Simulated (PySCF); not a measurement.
# Refining one setting for NiO (Fm-3m, 2 atoms in the cell)

```
NiO
1.0
    0.00000     2.11410     2.11410
    2.11410     0.00000     2.11410
    2.11410     2.11410     0.00000
Ni O
1 1
Direct
  0.00000   0.00000   0.00000
  0.50000   0.50000   0.50000
```
Moments meant for the start (each program seeds them in its own way; μB, in the order of the atoms Ni O): 2.0 0.0.

Method: PySCF with LDA, Gaussian basis gth-dzvp-molopt-sr, GTH pseudopotentials gth-pade, FFT density fitting with multigrid.

The starting cell comes from a database of computed structures (which also holds hypothetical and non-ambient phases and stackings), without a prior relaxation at this level. Its lattice was rescaled by a random factor within 2.5 % of one. The starting moments vanished: the run ended non-magnetic, which need not be the lowest state. Values carry the incompleteness of an atom-centred basis. The mesh is very coarse (it stands for a supercell whose shortest vector is 6 Å): a converged loop gives no converged values here.

Held fixed: cell.basis = gth-dzvp-molopt-sr; cell.pseudo = gth-pade; cell.ke_cutoff = 260 Ha; cell.spin = 16; make_kpts mesh = 2 2 2; mf.xc = LDA,PW; smearing.sigma = 0.00183747 Ha; smearing.method = fermi; cell.precision = 1e-06; solver class = KUKS; density fitting = multigrid_numint; mf.max_cycle = 100; mf.diis_start_cycle = 5; mf.damp = 0.7.

ΔF is the free energy per atom less that of the last row (1e-08 Ha).

The series runs over mf.conv_tol = 0.0037 Ha; 0.00037 Ha; 3.7e-05 Ha; 3.7e-06 Ha; 1e-08 Ha.

Q: From which setting on does the energy stay within 10 meV/atom of the last one?

A: From mf.conv_tol = 0.00037 Ha on; the one before it is off by 13 meV/atom.

```csv
mf.conv_tol,ΔF (meV/atom),iterations
0.0037 Ha,12.9,15
0.00037 Ha,0.04,16
3.7e-05 Ha,0.00,17
3.7e-06 Ha,0.00,17
1e-08 Ha,0.00,19
```
